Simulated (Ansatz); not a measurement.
**PbO2, response to strain**

Take PbO$_{2}$ (space group Pnma, No. 62; a = 8.126 Å, b = 3.504 Å, c = 5.641 Å; a cell from a computed database, its experimental status unchecked) as the base. Axes: x, y, z lie along a, b, c of the conventional cell.

Strains are applied to the cell and any free atomic positions relax; under biaxial strain the out-of-plane vector relaxes too.

Calculations: Ansatz (an electronic-structure program), PBEsol, PAW, cutoff 420 eV, spin-orbit coupling left out.

Notes on the quantities. pressure: mean of the normal stresses, compression positive; energy relative to the base: free energy F.

```tsv
change	largest internal atomic displacement	pressure	energy relative to the base	volume per atom
base	–	0.0 GPa	0 meV/atom	13.38 Å³
biaxial strain +2.88 %, plane normal [001], relaxed out of plane	–	-3.6 GPa	–	13.95 Å³
isotropic strain +0.37 %	0.020 Å	-1.1 GPa	+0.5 meV/atom	13.53 Å³
isotropic strain +2.94 %	0.175 Å	-6.8 GPa	+29 meV/atom	14.60 Å³
uniaxial strain ε_xx = +2.60 %	0.046 Å	-2.2 GPa	+3.3 meV/atom	13.73 Å³
```

Stability against distortions was not tested. All final runs are without spin polarisation.
